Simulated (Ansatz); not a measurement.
## Short convergence ladders for LuH2 (Fm-3m, 3 atoms in the cell)

```yaml
crystal:
  lattice:
    - [0.00000, 2.50208, 2.50208]
    - [2.50208, 0.00000, 2.50208]
    - [2.50208, 2.50208, 0.00000]
  atoms:
    - { symbol: Lu, position: [0.00000, 0.00000, 0.00000] }
    - { symbol: H, position: [0.25000, 0.25000, 0.25000] }
    - { symbol: H, position: [0.75000, 0.75000, 0.75000] }
```

Base method: LDA (PW92), default PAW files made with PBE (plane waves; Ansatz, a quantum-chemistry and plane-wave program).

Base settings: basis.ecutwfc = 30.9 Ry; kpoints.mp_grid.grid = 11 11 11; hamiltonian.xc = lda; hamiltonian.pseudopotentials = {kind: paw} (the program's default PAW files); scf.occupations.method = gaussian; scf.occupations.width = 0.0073 Ry.

Core times come from one kind of shared machine, to one figure; runs under 30 s give none.

**Zone-centre phonons against the cutoff**

In this ladder: phonons.method = dfpt.

The mesh stays at the base's, so the ladder's end is converged at best in this setting alone.

Frequencies are those of the unrelaxed cell, without the LO-TO term of polar crystals.

Only quantities that move along the ladder and can be compared are tabulated.

| basis.ecutwfc | highest zone-centre frequency (cm⁻¹) | lowest optical frequency (cm⁻¹) |
|---|---|---|
| 15.4 Ry | 1180.4 | 961.4 |
| 18.4 Ry | 1154.5 | 947.7 |
| 21.7 Ry | 1142.2 | 931.1 |
| 26.1 Ry | 1152.7 | 940.2 |
| 30.9 Ry | 1155.4 | 945.6 |
| 37.1 Ry | 1154.4 | 944.4 |
| 46.3 Ry | 1154.5 | 944.2 |

Coarsest basis.ecutwfc that holds the lowest optical frequency within 1 cm⁻¹ of the last step, with all finer ones: 37.1 Ry; the step before is off by 1.4 cm⁻¹.

Coarsest basis.ecutwfc that holds the highest zone-centre frequency within 2 cm⁻¹ of the last step, with all finer ones: 26.1 Ry; the step before is off by 12 cm⁻¹.

**The force threshold of a relaxation**

On LuH₂ (I4mm, 3 atoms in the cell): one atom moved by 0.15 angstrom.

In this ladder: relax = atoms.

The mesh stays at the base's, so the ladder's end is converged at best in this setting alone.

Only quantities that move along the ladder and can be compared are tabulated.

| relax.f_tol | largest force left (eV/Å) | relaxation steps |
|---|---|---|
| 0.2 eV/Å | 0.0083 | 4 |
| 0.1 eV/Å | 0.0083 | 4 |
| 0.05 eV/Å | 0.0084 | 4 |
| 0.03 eV/Å | 0.0084 | 4 |
| 0.02 eV/Å | 0.0084 | 4 |
| 0.01 eV/Å | 0.0084 | 4 |
| 0.005 eV/Å | 0.0002 | 5 |
| 0.002 eV/Å | 0.0001 | 5 |
| 0.001 eV/Å | 0.0001 | 6 |

Coarsest relax.f_tol that holds the largest force left within 0.005 eV/Å of the last step, with all finer ones: 0.005 eV/Å; the step before is off by 0.0083 eV/Å.

**The q mesh of the phonons**

In this ladder: kpoints.mp_grid.grid = 12 12 12; phonons.method = dfpt.

Only quantities that move along the ladder and can be compared are tabulated.

Thermal sums run over frequencies interpolated from this q mesh.

```tsv
phonons.qmesh	zero-point energy (meV/atom)	vibrational free energy at 300 K (meV/atom)	core time / last (rough)
1 1 1	136.95	108.59	–
2 2 2	136.92	111.85	0.1
3 3 3	136.64	110.91	0.3
4 4 4	136.61	110.97	1
```

Coarsest phonons.qmesh that holds the zero-point energy within 0.2 meV/atom of the last step, with all finer ones: 3 3 3, at about 0.3 of the last step's time; the step before is off by 0.31 meV/atom.

Coarsest phonons.qmesh that holds the vibrational free energy at 300 K within 1 meV/atom of the last step, with all finer ones: 2 2 2, at about 0.1 of the last step's time; the step before is off by 2.4 meV/atom.

On the base run: the starting cell comes from a database of computed structures (which also holds hypothetical and non-ambient phases and stackings), without a prior relaxation at this level. Its lattice was rescaled by up to half a per cent. In the base run, with a pressure of about -5 GPa the cell is away from its equilibrium volume at this level.

Keys are those of Ansatz 0.2.
